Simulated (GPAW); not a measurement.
A self-consistent single point of Pb (Fm-3m, 1 atom in the cell) with GPAW.

Method: PBEsol, GPAW PAW datasets PBEsol (made by gpaw-setup) (plane waves; GPAW 25.7.0).

```yaml
crystal:
  lattice:
    - [0.00000, 2.51970, 2.51970]
    - [2.51970, 0.00000, 2.51970]
    - [2.51970, 2.51970, 0.00000]
  atoms:
    - { symbol: Pb, position: [0.00000, 0.00000, 0.00000] }
```

Reference input (self-consistent single point, DFT PBE, plane waves, GPAW PAW datasets PBE (gpaw-data 1.0.1)): mode = pw; ecut = 550 eV; xc = PBE; kpts = 8 8 8; mesh shift (steps) = 0 0 0; occupations.name = fermi-dirac; occupations.width = 0.1 eV; nbands = -5; convergence.forces = 0.001 eV/Å; symmetry.symmorphic = false; symmetry.tolerance = 0.0005; maxiter = 150. This run's input differs from it in these lines:

```diff
@@ -12,3 +12,3 @@
 calc = GPAW(mode=PW(550),
-            xc='PBE',
+            xc='PBEsol',
             kpts={'size': (8, 8, 8), 'gamma': True},
```

Its files differ too (potentials: GPAW PAW datasets PBEsol (made by gpaw-setup)).

Output (repeated stretches shortened):

```
     iter     time        total  log10-change:
                         energy   eigst   dens  force
iter:   1 --:--:--    -4.255981
iter:   2 --:--:--    -4.257297   -1.83  -1.79
iter:   3 --:--:--    -4.245771   -2.13  -1.82
iter:   4 --:--:--    -4.247446   -3.29  -2.46
iter:   5 --:--:--    -4.245345c  -2.83  -2.49
iter:   6 --:--:--    -4.243406c  -3.84  -2.66
iter:   7 --:--:--    -4.243343c  -4.93  -3.23
iter:   8 --:--:--    -4.243388c  -5.14  -3.34
iter:   9 --:--:--    -4.243363c  -5.29  -3.54
iter:  10 --:--:--    -4.243363c  -6.39  -4.42c
iter:  11 --:--:--    -4.243363c  -7.11  -4.36c
iter:  12 --:--:--    -4.243365c  -6.55  -4.33c
iter:  13 --:--:--    -4.243365c  -8.01c -4.33c
iter:  14 --:--:--    -4.243364c  -7.43c -4.42c -22.06c
Converged after 14 iterations.

Dipole moment: (0.000000, -0.000000, -0.000000) |e|*Ang

Energy contributions relative to reference atoms: (reference = -567122.994260)

Kinetic:         +5.670820
Potential:       -6.193473
External:        +0.000000
XC:              -3.696269
Entropy (-ST):   -0.013657
Local:           -0.017613
SIC:             +0.000000
--------------------------
Free energy:     -4.250192
Extrapolated:    -4.243364

Showing only first 2 kpts
 Kpt  Band  Eigenvalues  Occupancy
  0     5     -4.51340    2.00000
  0     6     13.80518    0.00000
  0     7     13.80518    0.00000
  0     8     13.80518    0.00000

  1     5     -4.13438    2.00000
  1     6     11.85727    0.00000
  1     7     12.50562    0.00000
  1     8     12.50562    0.00000

Fermi level: 6.78887

No gap
No difference between direct/indirect transitions
Energy (eV): -4.243364

Forces in eV/Ang:
  0 Pb    0.00000   -0.00000   -0.00000

Stress tensor:
     0.017638     0.000000     0.000000
     0.000000     0.017638     0.000000
     0.000000     0.000000     0.017638
Stress (GPa, Voigt): [2.8259 2.8259 2.8259 0.     0.     0.    ]
```

The run converged in 14 iterations. GPAW prints stress with tension positive. Against the reference run the pressure goes from -0.24 to -2.83 GPa.

The starting cell comes from a database of computed structures (which also holds hypothetical and non-ambient phases and stackings), without a prior relaxation at this level. Its lattice was rescaled by a random factor within 2.5 % of one.
